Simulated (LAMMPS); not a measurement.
LAMMPS 22 Jul 2025, classical MD, EAM (NiAlH_jea.eam.alloy): NiAl, 5488 atoms.

```text
units metal
atom_style atomic
read_data unit.data
replicate 14 14 14
pair_style eam/alloy
pair_coeff * * NiAlH_jea.eam.alloy Ni Al
velocity all create 1600 4928 dist gaussian loop geom
fix 1 all nve
fix 2 all langevin 800 800 0.08 9876 zero yes
timestep 0.002
thermo 100
run 300
reset_timestep 0
write_restart start.rst
```

```text
read_restart start.rst
pair_style eam/alloy
pair_coeff * * NiAlH_jea.eam.alloy Ni Al
neighbor 2.0 bin
neigh_modify every 1 delay 0 check no
fix 1 all nve
timestep 0.002
thermo_style custom step temp pe etotal press
thermo_modify format float %.10g
thermo 100
group probe id 1:48
dump probe probe custom 1000000 forces.txt id fx fy fz
dump_modify probe sort id format float %.8g
run 5000
```

```bash
# ahead of the timed run: OMP_NUM_THREADS=1 mpirun -np 48 lmp -in in.warm -log none -nocite
OMP_NUM_THREADS=1 mpirun -np 32 lmp -in in.lmp -log log.lammps -nocite
```

Hardware: Arm Neoverse V2, 96 cores on 1 socket, no SMT, 1 L3 cache group.

On 32 ranks this takes 3.5 s. Each time is the median wall time of two to five repeats, run one at a time on the otherwise empty machine; start-up is included. Processes are pinned to neighbouring cores unless said otherwise. The times hold for this build (PyPI wheel: MPICH, OPENMP and OPT packages). Scratch files lie in a memory file system. A preparatory run goes ahead and isn't timed.

Question: Speed this job up; the result has to stay within 1.0 meV/atom in energy, 10 meV/Å in forces on 48 atoms, 0.20 meV an atom in drift of the total energy. Keep to 32 cores.

Answer: This is not unique; one that fits is going from neigh_modify = every 1 delay 0 check no to neigh_modify = every 10 delay 0 check yes, one of the fastest among the values tried that keep the result.

```diff
-neigh_modify every 1 delay 0 check no
+neigh_modify every 10 delay 0 check yes
```

Time: 3.5 s to 1.6 s (2.2× as fast). List entries an atom go from 81 to 81, Neigh from 1.4 to 0 s and Pair from 1.3 to 1.1 s. Neighbour list builds go from 5000 to 0. These two results differ by: energy equal as printed, forces on 48 atoms equal as printed, drift of the total energy equal as printed. Others tried: neigh_modify = every 1 delay 0 check yes (1.6 s); neigh_modify = every 1 delay 10 check yes (1.6 s).
